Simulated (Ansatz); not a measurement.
Sn in the diamond structure (space group Fd-3m, No. 227)

```cif
data_Sn2
_chemical_formula_sum 'Sn2'
_space_group_name_H-M_alt 'P 1'
_space_group_IT_number 1
_cell_length_a 4.57737
_cell_length_b 4.57737
_cell_length_c 4.57737
_cell_angle_alpha 60.000
_cell_angle_beta 60.000
_cell_angle_gamma 60.000
loop_
_space_group_symop_operation_xyz
  'x, y, z'
loop_
_atom_site_label
_atom_site_type_symbol
_atom_site_fract_x
_atom_site_fract_y
_atom_site_fract_z
_atom_site_occupancy
Sn1 Sn 0.00000 0.00000 0.00000 1
Sn2 Sn 0.25000 0.25000 0.25000 1
```

The values are results of LDA/PAW in Ansatz (an electronic-structure program), spin-orbit coupling left out, not measurements. Γ-centred 13×13×13 mesh, Fermi–Dirac width 0.05 eV.

| Property | Result |
|---|---|
| Volume per atom | 33.91 Å³ |
| Density | 5.81 g/cm³ |
| Band gap | zero |
| Total energy | -5879.515 eV/atom (σ→0; compares only within this code and set-up) |

No phonon test of stability was made.
